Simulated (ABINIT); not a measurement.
**A self-consistent single point of Cu3Sb (Pm-3m, 4 atoms in the cell) with ABINIT**

Level of theory: PBEsol, PAW (JTH v2.0 PBE PAW, files made for PBE) (plane waves; ABINIT).

Input as run:

```
# Cu3Sb, JTH v2.0 PBE PAW
pp_dirpath "./"
pseudos "Cu.GGA_PBE-JTH.xml, Sb.GGA_PBE-JTH.xml"
acell 3*1.0
rprim
         7.4437105734    0.0000000000    0.0000000000
         0.0000000000    7.4437105734    0.0000000000
         0.0000000000    0.0000000000    7.4437105734
natom 4
ntypat 2
znucl 29 51
typat 1 1 1 2
xcart
         3.7218552867    3.7218552867    0.0000000000
         0.0000000000    3.7218552867    3.7218552867
         3.7218552867    0.0000000000    3.7218552867
         0.0000000000    0.0000000000    0.0000000000
ecut 30
pawecutdg 60
ixc -116133
occopt 7
tsmear 0.00183747
nband 46
kptopt 1
ngkpt 8 8 8
nshiftk 1
shiftk 0 0 0
nstep 50
toldfe 1.0e-09
prtwf 0
prtden 0
enunit 1
```

The program printed (abridged):

```
 Symmetries : space group Pm -3 m (#221); Bravais cP (primitive cubic)

 -outvars: echo values of preprocessed input variables --------
            acell      1.0000000000E+00  1.0000000000E+00  1.0000000000E+00 Bohr
             ecut      3.00000000E+01 Hartree
           enunit           1
              ixc     -116133
         kptrlatt        8    0    0      0    8    0      0    0    8
          kptrlen      5.95496846E+01
            natom           4
            nband          46
            ngfft          40      40      40
          ngfftdg          54      54      54
             nkpt          35
            nstep          50
             nsym          48
           ntypat           2
           occopt           7
        pawecutdg      6.00000000E+01 Hartree
            rprim      7.4437105734E+00  0.0000000000E+00  0.0000000000E+00
                       0.0000000000E+00  7.4437105734E+00  0.0000000000E+00
                       0.0000000000E+00  0.0000000000E+00  7.4437105734E+00
          spgroup         221
           toldfe      1.00000000E-09 Hartree
           tsmear      1.83747000E-03 Hartree
            typat      1  1  1  2
           useylm           1
             xred      5.0000000000E-01  5.0000000000E-01  0.0000000000E+00
                       0.0000000000E+00  5.0000000000E-01  5.0000000000E-01
                       5.0000000000E-01  0.0000000000E+00  5.0000000000E-01
                       0.0000000000E+00  0.0000000000E+00  0.0000000000E+00
            znucl       29.00000   51.00000

== DATASET  1 ==================================================================

 Real(R)+Recip(G) space primitive vectors, cartesian coordinates (Bohr,Bohr^-1):
 R(1)=  7.4437106  0.0000000  0.0000000  G(1)=  0.1343416  0.0000000  0.0000000
 R(2)=  0.0000000  7.4437106  0.0000000  G(2)=  0.0000000  0.1343416  0.0000000
 R(3)=  0.0000000  0.0000000  7.4437106  G(3)=  0.0000000  0.0000000  0.1343416
 Unit cell volume ucvol=  4.1244727E+02 bohr^3
 Angles (23,13,12)=  9.00000000E+01  9.00000000E+01  9.00000000E+01 degrees

 Coarse grid specifications (used for wave-functions):

 getcut: wavevector=  0.0000  0.0000  0.0000  ngfft=  40  40  40
         ecut(hartree)=     30.000   => boxcut(ratio)=   2.17944

 Fine grid specifications (used for densities):

 getcut: wavevector=  0.0000  0.0000  0.0000  ngfft=  54  54  54
         ecut(hartree)=     60.000   => boxcut(ratio)=   2.08048

   9.87976951E+03                                ecore*ucvol(ha*bohr**3)

_setup2: Arith. and geom. avg. npw (full set) are    3237.225    3237.205

--- !BeginCycle
solver: {iscf: 17, nstep: 50, nline: 4, wfoptalg: 10, }
tolerances: {toldfe: 1.00E-09, }
...

     iter   Etot(hartree)      deltaE(h)  residm     nres2
 ETOT  1  -654.71026554190    -6.547E+02 5.916E+01 1.432E+02
 ETOT  2  -681.73962695135    -2.703E+01 3.306E-01 3.667E+03
 ETOT  3  -677.22025784382     4.519E+00 3.926E-01 4.423E+02
 ETOT  4  -676.35873853641     8.615E-01 1.075E-01 6.302E+01
 ETOT  5  -676.23034704072     1.284E-01 5.291E-02 2.060E+01
 ETOT  6  -676.17493768726     5.541E-02 1.154E-02 5.026E+00
   [... 7 lines left out ...]
 ETOT 14  -676.15587018484    -1.647E-08 1.149E-03 4.879E-06
 ETOT 15  -676.15587017642     8.414E-09 1.172E-03 1.169E-06
 ETOT 16  -676.15587017399     2.436E-09 6.223E-04 1.539E-08
 ETOT 17  -676.15587017403    -4.388E-11 5.451E-04 6.915E-10
 ETOT 18  -676.15587017404    -5.116E-12 2.733E-04 2.789E-10

 At SCF step   18, etot is converged :
  for the second time, diff in etot=  5.116E-12 < toldfe=  1.000E-09

 Cartesian components of stress tensor (hartree/bohr^3)
  sigma(1 1)=  2.92998863E-04  sigma(3 2)=  0.00000000E+00
  sigma(2 2)=  2.92998863E-04  sigma(3 1)=  0.00000000E+00
  sigma(3 3)=  2.92998863E-04  sigma(2 1)=  0.00000000E+00

 ----iterations are completed or convergence reached----

 reduced coordinates (array xred) for    4 atoms
       0.500000000000      0.500000000000      0.000000000000
       0.000000000000      0.500000000000      0.500000000000
       0.500000000000      0.000000000000      0.500000000000
       0.000000000000      0.000000000000      0.000000000000
 cartesian forces (eV/Angstrom) at end:
    1     -0.00000000000000    -0.00000000000000    -0.00000000000000
    2     -0.00000000000000    -0.00000000000000    -0.00000000000000
    3     -0.00000000000000    -0.00000000000000    -0.00000000000000
    4     -0.00000000000000    -0.00000000000000    -0.00000000000000
 frms,max,avg= 0.0000000E+00 0.0000000E+00   0.000E+00  0.000E+00  0.000E+00 e/A
 length scales=  1.000000000000  1.000000000000  1.000000000000 bohr
              =  0.529177208590  0.529177208590  0.529177208590 angstroms
 Fermi (or HOMO) energy (eV) =   7.77628   Average Vxc (eV)= -11.33312
 Eigenvalues (   eV  ) for nkpt=  35  k points:
 kpt#   1, nband= 46, wtk=  0.00195, kpt=  0.0000  0.0000  0.0000 (reduced coord)
-104.62242 -104.61857 -104.61857  -62.17930  -62.17930  -62.17930  -62.17378  -62.17378
 -62.17378  -62.09999  -62.09999  -62.09999  -21.31924  -21.31924  -21.30604  -21.30604
 -21.30604   -4.41353    3.07754    3.74271    3.74271    4.00941    4.00941    4.00941
   4.99158    4.99158    4.99158    5.45883    5.45883    5.56827    5.56827    5.56827
   5.62137    5.80263    5.80263    5.80263    8.08420   10.94982   10.94982   14.99314
  14.99314   14.99314   16.63097   16.63097   16.63097   19.74499
 prteigrs : prtvol=0 or 1, do not print more k-points.

--- !EnergyTerms
comment             : Components of total free energy in Hartree
kinetic             :  3.71431203504283E+01
hartree             :  1.61293693806396E+02
xc                  : -1.04789081057996E+01
Ewald energy        : -4.00945099931544E+02
psp_core            :  2.39540183183660E+01
local_psp           : -4.06354568559481E+02
spherical_terms     : -8.07681127132846E+01
internal            : -6.76155856834919E+02
'-kT*entropy'       : -1.94287650553172E-05
total_energy        : -6.76155876263684E+02
total_energy_eV     : -1.83991370982058E+04
...

-Cartesian components of stress tensor (GPa)         [Pressure= -8.6203E+00 GPa]
- sigma(1 1)=  8.62032271E+00  sigma(3 2)=  0.00000000E+00
- sigma(2 2)=  8.62032271E+00  sigma(3 1)=  0.00000000E+00
- sigma(3 3)=  8.62032271E+00  sigma(2 1)=  0.00000000E+00

 Calculation completed.
```

The run converged in 18 iterations.

The starting cell comes from a database of computed structures (which also holds hypothetical and non-ambient phases and stackings), without a prior relaxation at this level. Its lattice was rescaled by a random factor within 2.5 % of one. Spin polarisation is off. The potentials were made for another functional than the one used. With a pressure of about -9 GPa the cell is away from its equilibrium volume at this level. The run gives no clean gap (levels at the Fermi energy touch, overlap or are partly filled at this smearing), which alone does not show that the compound is a metal.

These are the values that this program gave, and no reference: the one-centre exchange-correlation terms come from a truncated expansion.

Cost on one core of a shared machine: roughly 6 min.
